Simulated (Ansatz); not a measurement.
For ZnSe (F-43m, No. 216, 2 atoms in the cell; start COD 1538613), PBE-D3(BJ) (plane waves, PAW; Ansatz, a first-principles code) gives:

```
Item                       Result
-------------------  ------------
lattice parameter a       5.655 Å
cohesive energy      2.90 eV/atom
```

Task: What does r²SCAN+rVV10 in Ansatz (plane waves, PAW) give for the same quantities?

Result: 
- lattice constant a: 5.641 Å (drops by 0.2 %)
- cohesive energy: 3.02 eV/atom (goes up by 0.12 eV/atom)

Changes are worked out from the printed values.

Unless a cell is named, each level is at its own relaxed cell (PBE-D3(BJ) 22.61, r²SCAN+rVV10 22.43 Å³/atom).

Caveats: the relaxation could not lower the start's symmetry, so the cell can be a saddle point above a distorted one (PBE-D3(BJ), r²SCAN+rVV10). Ansatz's density-functional and Hartree–Fock values are scalar-relativistic unless marked +SOC, with PAW data made under PBE.
